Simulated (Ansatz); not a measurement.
The parent structure is CsSnI3 in the cubic perovskite structure (space group Pm-3m, No. 221; a = 6.271 Å).

Structures relaxed with PBE (Ansatz, an electronic-structure program), without spin-orbit coupling, earlier PAW set.

Base:

Simulated powder pattern, Co Kα, λ = 1.79026 Å (kinematic, ideal powder, no thermal factors, no anomalous dispersion; the 8 strongest lines at most, above 2 %, up to 2θ = 90°):

```json
[
 {"2θ (°)": "23.29", "I/Imax (%)": "19", "hkl": "(110)"},
 {"2θ (°)": "28.63", "I/Imax (%)": "75", "hkl": "(111)"},
 {"2θ (°)": "33.17", "I/Imax (%)": "100", "hkl": "(200)"},
 {"2θ (°)": "47.62", "I/Imax (%)": "73", "hkl": "(220)"},
 {"2θ (°)": "56.51", "I/Imax (%)": "34", "hkl": "(311)"},
 {"2θ (°)": "59.27", "I/Imax (%)": "26", "hkl": "(222)"},
 {"2θ (°)": "79.34", "I/Imax (%)": "34", "hkl": "(420)"},
 {"2θ (°)": "88.74", "I/Imax (%)": "27", "hkl": "(422)"}
]
```

After one change:

Simulated powder pattern, Co Kα, λ = 1.79026 Å (kinematic, ideal powder, no thermal factors, no anomalous dispersion; the 8 strongest lines at most, above 2 %, up to 2θ = 90°):

```json
[
 {"2θ (°)": "17.43", "I/Imax (%)": "19"},
 {"2θ (°)": "24.75", "I/Imax (%)": "20"},
 {"2θ (°)": "30.44", "I/Imax (%)": "74"},
 {"2θ (°)": "35.29", "I/Imax (%)": "100"},
 {"2θ (°)": "50.77", "I/Imax (%)": "72"},
 {"2θ (°)": "60.35", "I/Imax (%)": "33"},
 {"2θ (°)": "63.34", "I/Imax (%)": "25"},
 {"2θ (°)": "85.34", "I/Imax (%)": "34"}
]
```

Which change produced these results?
(A) Sn → Mo
(B) I → Te
(C) Cs → La

B, I → Te. Its volume per atom is 41.21 Å³ against 49.33 Å³, and its space group is Pm-3m (No. 221).

The magnetic state is the one reached from the starting moments; the real material's order can differ, and small cells can't hold many antiferromagnetic ones. Whether these cells are dynamically stable was not tested. As relaxed here, CsSnTe3, LaSnI3 and CsMoI3 are hypothetical phases, not in the database extracts checked. Spin-polarised in the final run: LaSnI3 and CsMoI3; the other runs are not. An odd electron count without spin: CsSnTe3. Many cubic perovskites are stable only at high temperature; tilts and polar distortions were not tested.
